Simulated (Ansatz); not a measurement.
The structure below was relaxed with Ansatz (a program for electronic structure), r2SCAN, PAW, cutoff 500 eV, no SOC, earlier PAW set.

```
CELL_PARAMETERS angstrom
     -1.88634     1.88634     1.88634
      1.88634    -1.88634     1.88634
      1.88634     1.88634    -1.88634
ATOMIC_POSITIONS crystal
  Sn 0.00000 0.00000 0.00000
```

Q: Find the space group and the Wyckoff positions.

A: Space group Im-3m (No. 229); a = b = c = 3.773 Å, α = β = γ = 90.00°

```json
[
 {"atom": "Sn", "site": "2a", "symmetry": "m-3m", "x": "0.0000", "y": "0.0000", "z": "0.0000"}
]
```

Stability against distortions was not tested. The cell was made from Mo by this change: Mo → Sn; the result is a model cell, its experimental status unchecked. This is not the structure that Sn has at room temperature and ambient pressure.
